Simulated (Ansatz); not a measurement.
LaN (model structure, started from the zincblende type, F-43m, No. 216, 2 atoms in the cell), treated with r²SCAN+SOC (plane waves, PAW; Ansatz, a program for electronic structure).

Settings: plane-wave cutoff 560 eV, 10×10×10 k mesh, Fermi–Dirac smearing 0.01 eV, PAW data made under PBE.

Cell (relaxed with PBEsol):

```yaml
crystal:
  lattice:
    - [0.00000, 2.77323, 2.77323]
    - [2.77323, 0.00000, 2.77323]
    - [2.77323, 2.77323, 0.00000]
  atoms:
    - { symbol: N, position: [0.75000, 0.75000, 0.75000] }
    - { symbol: La, position: [0.00000, 0.00000, 0.00000] }
```

**Question.** What does this level give for the band gap, smallest direct gap on the k points sampled and Γ–Γ gap?

**Answer.** 
band gap: 1.44 eV (indirect)
smallest direct gap on the k points sampled: 2.48 eV
Γ–Γ gap: 3.70 eV

Note: the relaxation could raise the start's symmetry but not lower it, so the cell can be a saddle point; cell and atoms aren't relaxed at this level (pressure 2.9 GPa).

Computed values are for the static lattice.

Computing time: very roughly 80 core-seconds.

A model structure was made by putting elements into a prototype or built by hand; it is no filed structure, need not be a known phase, and can be a saddle point held by its symmetry.
